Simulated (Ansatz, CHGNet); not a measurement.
Cubic perovskite KZnF3, elastic constant C44

Reference value: 38.1 GPa (measured, temperature not stated, not corrected to a static lattice; as tabulated in Vaitheeswaran et al. (2016), arXiv:1609.00541).

### Question
Put these levels in order of the elastic constant C44 that they give for cubic perovskite KZnF3, smallest first: CHGNet 0.3.0 (CHGNet), CHGNet-r²SCAN (CHGNet), LDA (Ansatz, a quantum-chemistry and plane-wave program), PBE (Ansatz).

### Answer
CHGNet-r²SCAN (19.2 GPa), CHGNet 0.3.0 (27.9 GPa), PBE (31.9 GPa), LDA (35.1 GPa)

Unless a cell is named, each level is at its own relaxed cell (CHGNet 0.3.0 14.12, CHGNet-r²SCAN 13.27, LDA 12.54, PBE 14.06 Å³/atom).

Differences against the reference: CHGNet 0.3.0 -27 %, CHGNet-r²SCAN -50 %, LDA -7.9 %, PBE -16.3 %.

The reference has no zero-point or thermal correction, while the calculations are for a static lattice, so the differences are not the levels' errors alone. A static lattice is as a rule stiffer than a warm one, by over a tenth in soft solids.  PBE, CHGNet 0.3.0, CHGNet-r²SCAN, LDA: the relaxation could not lower the start's symmetry, so the cell can be a saddle point above a distorted one. Each level is taken at its own relaxed cell. Ansatz's density-functional and Hartree–Fock values are scalar-relativistic unless marked +SOC, with PAW data made under PBE.

Machine-learned potentials (CHGNet 0.3.0, CHGNet-r²SCAN) are trained on DFT data, which may include these solids.

Differences are worked out from the printed values.
